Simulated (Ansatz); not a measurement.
**What a tighter setting buys: kpoints.mp_grid.grid, MgRh (Pm-3m, 2 atoms in the cell)**

```xyz
2
Lattice="3.0992 0.0000 0.0000 0.0000 3.0992 0.0000 0.0000 0.0000 3.0992" Properties=species:S:1:pos:R:3 pbc="T T T"
Rh     1.5496     1.5496     1.5496
Mg     0.0000     0.0000     0.0000
```

Level of theory: PBEsol, default PAW files made with PBE (plane waves; Ansatz, a quantum-chemistry and plane-wave program).

Base settings: basis.ecutwfc = 420 eV; kpoints.mp_grid.grid = 11 11 11; hamiltonian.xc = pbesol; hamiltonian.pseudopotentials = {kind: paw} (the program's default PAW files); scf.occupations.method = gaussian; scf.occupations.width = 0.136 eV.

Misses are taken against the tightest run, 26 26 26, which need not be fully converged itself. The energy is the free energy per atom.

The count of work is k-points × plane waves × bands × iterations; it is no time, and leaves out set-up, grids and terms that scale otherwise. 

The starting cell comes from a database of published, mostly measured structures (it also holds non-ambient and calculated ones), without a prior relaxation at this level. Spin polarisation is off. Ansatz's pressure includes its estimate of the finite-basis (Pulay) stress.

```tsv
kpoints.mp_grid.grid	energy less reference (meV/atom)	pressure less reference (GPa)	count of work / reference
1 1 1	-2067.05	-6.46	0.0021
2 2 2	872.19	12.09	0.0071
3 3 3	75.37	1.07	0.0071
4 4 4	-73.85	-1.24	0.018
5 5 5	58.49	1.12	0.018
6 6 6	-19.74	-0.40	0.036
7 7 7	5.97	0.09	0.036
9 9 9	-4.59	-0.11	0.062
10 10 10	2.37	0.06	0.10
11 11 11	0.45	0.01	0.10
12 12 12	-1.48	-0.05	0.15
14 14 14	0.23	0.00	0.21
17 17 17	-0.56	-0.02	0.29
21 21 21	0.24	0.01	0.51
26 26 26	0.00	0.00	1.0
```

Coarsest setting among those run that, with all tighter ones, holds the energy within 5 meV/atom of the reference: 9 9 9, off by 4.6 meV/atom; it needs 0.062 of the reference's count of work.

Coarsest setting among those run that, with all tighter ones, holds the energy within 1 meV/atom of the reference: 14 14 14, off by 0.23 meV/atom; it needs 0.21 of the reference's count of work. The coarser 11 11 11 also lies inside, but a setting between leaves the range again, so that is luck.

Smallest miss in the energy for at most 0.05 times the reference's count of work: 7 7 7, with a miss of 6.0 meV/atom at a count of 0.036.

The step from 9 9 9 to 17 17 17: it takes the miss in the energy from 4.6 to 0.56 meV/atom, for 4.7 times the count of work.

Keys are those of Ansatz 0.2.
